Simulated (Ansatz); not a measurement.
Response to strain in ZnS

The parent structure is ZnS in the wurtzite structure (space group P6_3mc, No. 186; a = 3.738 Å, c = 6.143 Å). Axes: x lies along a and z along c of the hexagonal cell.

Strains are applied to the cell and any free atomic positions relax.

Method: LDA in Ansatz (plane waves to 420 eV, PAW, no spin-orbit coupling).

Candidates:
(a) uniaxial strain ε_xx = +3.00 %
(b) uniaxial strain ε_xx = +1.20 %
(c) uniaxial strain ε_xx = +2.40 %

Before the change:

Band gap: 2.19 eV

Task: Order them by band gap, lowest first.

Result: (a) uniaxial strain ε_xx = +3.00 % (2.03 eV), (c) uniaxial strain ε_xx = +2.40 % (2.06 eV), (b) uniaxial strain ε_xx = +1.20 % (2.13 eV)

Stability against distortions was not tested.

Ansatz is a program for electronic structure.
